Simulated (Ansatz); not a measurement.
## CsSnI3 under a change: x(Te) = 0.5, 10 atoms, Cmmm (arrangement A)

Take CsSnI₃ in the cubic perovskite structure (space group Pm-3m, No. 221; a = 6.1304 Å) as the base.

The other end (x = 1) is CsSnTe3 in the cubic perovskite structure (space group Pm-3m, No. 221; a hypothetical phase, not in the database extracts checked): 38.64 Å³/atom, gap zero; this end may not be an ambient phase.

Now apply this change: Te replaces 50.0 % of the I, ordered in a cell of 10 atoms (starting symmetry Cmmm) and fully relaxed.

Calculations: PBEsol (Ansatz, an electronic-structure program), scalar-relativistic without spin-orbit coupling. k-mesh 6×6×8 (Γ-centred); smearing 0.05 eV (Fermi–Dirac), for the changed cell.

The volume per atom shrinks by 4.48 Å³ to 41.60 Å³ and the density grows by 0.50 g/cm³, from 4.56 g/cm³ to 5.06 g/cm³. The shortest interatomic distance decreases by 0.220 Å to 2.845 Å and the band gap goes from 0.10 eV to zero. The mixing energy amounts to +0.03 eV/atom (to 0.01 eV only: unlike meshes or grids) (against an end that may be hypothetical) and the deviation of the volume from the linear (Vegard-type) interpolation amounts to -1.8 %.

Cost of the whole job for the changed cell (relaxation, final SCF and bands): very roughly 18 core-minutes.

These are small ordered cells, not random alloys; other orderings at the same x differ. With I present, leaving out spin-orbit coupling can change the band edges. Whether these cells are dynamically stable was not tested. The final runs are not spin-polarised. An odd electron count without spin: Cs2Sn2Te3I3 and CsSnTe3. Many cubic perovskites are stable only at high temperature; tilts and polar distortions were not tested. The zero or small gap of CsSnI3 can change with the level of theory.
